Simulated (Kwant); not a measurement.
Model: Hückel tight-binding model, one pz orbital an atom, one spin, coherent transport at 0 K (Kwant). Conductance is in e²/h.

Model system: π system c1cc2cccc3c4cccc5cccc(c(c1)c23)c54 between two chain leads. The π system is taken as planar. Atoms are numbered from 0 in the order of the SMILES. Site energies (eV, carbon 0): [0.0, 0.0, 0.0, 0.0, 0.0, 0.0, 0.0, 0.0, 0.0, 0.0, 0.0, 0.0, 0.0, 0.0, 0.0, 0.0, 0.0, 0.0, 0.0, 0.0]. Bonds (i, j, β in eV): (0,1,-2.4) (1,2,-2.4) (2,3,-2.4) (3,4,-2.4) (4,5,-2.4) (5,6,-2.4) (6,7,-2.4) (7,8,-2.4) (8,9,-2.4) (9,10,-2.4) (10,11,-2.4) (11,12,-2.4) (12,13,-2.4) (13,14,-2.4) (14,15,-2.4) (15,16,-2.4) (16,17,-2.4) (16,18,-2.4) (15,19,-2.4) (17,0,-2.4) (18,2,-2.4) (18,6,-2.4) (19,7,-2.4) (19,11,-2.4). Leads: chains of hopping −3.6 eV, joined by −0.48 eV to atoms 1 and 8.

Site energies and bond integrals are typed Hückel values.

Sweep values stay those of the base run.

One input was changed, with this effect: transmission at E = 0 0.00056 → 0.0013.

Problem. Which change was it?
(A) contacts moved from atoms [1, 8] to [1, 3]
(B) contacts moved from atoms [1, 8] to [0, 1]
(C) contacts moved from atoms [1, 8] to [0, 14]
(D) contacts moved from atoms [1, 8] to [1, 5]
(E) contacts moved from atoms [1, 8] to [1, 17]
(F) contacts moved from atoms [1, 8] to [0, 13]

Solution. B, contacts moved from atoms [1, 8] to [0, 1]
